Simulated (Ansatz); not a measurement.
**CdS: strain along the normal**

CdS (wurtzite, P6_3mc, 24.705 Å³/atom and stress up to 0.01 GPa in the relaxed cell, c along z) under an equal strain ε in the (0001) plane with the normal axis free, as in a coherent film. PBEsol in Ansatz, a plane-wave DFT program (PAW, default set), 420 eV, 9×9×5 Γ-centred mesh, Fermi-Dirac smearing 0.05 eV; ions are relaxed, or left where forces stay under 0.02 eV/Å, within the symmetry of each cell.

Here s stands for strain and y for normal strain.

```csv
strain (%),normal strain (%)
-1.20,1.15
-0.60,0.59
0.00,0.00
0.60,-0.56
1.20,-1.13
3.00,?
```

Taking a straight line for y over the 5 complete rows: Means: s 0, y 0.010. About the means, the sum of products is -3.4260 and the sum of squares of s is 3.6000; the slope is their ratio. Least squares gives y = 0.010 - 0.9517·s. Residuals (row less fit): -0.002, 0.009, -0.010, 0.001, 0.002; standard error 0.008 (degrees of freedom: 3). The slope, -0.952 ± 0.004, is the elastic response of the normal axis, −2C13/C33.

**Question.** Predict the withheld y at s = 3.00 from the fit, and compare with the calculation.

**Answer.** y = 0.010 - 0.9517 × 3.0 = -2.845%. The calculation gives -2.88%, 0.035% below the prediction (0.9 % of the range of y in the table). The row lies outside the fitted rows, so this is an extrapolation. From the scatter of the fitted rows alone, a prediction at this place has a standard error of 0.015%, so the miss is 2.3 times that.

A polynomial of degree 2 through the 10 other runs of the series gives -2.87 there. Rows are the converged runs of the series near zero and its far end, less any whose ions stayed unrelaxed beside relaxed ones; series whose fitted rows scatter by over a few per cent of the range, as at a crossing or softening among them, aren't shown in this form. Most that stay on the fit to the last digits aren't either.
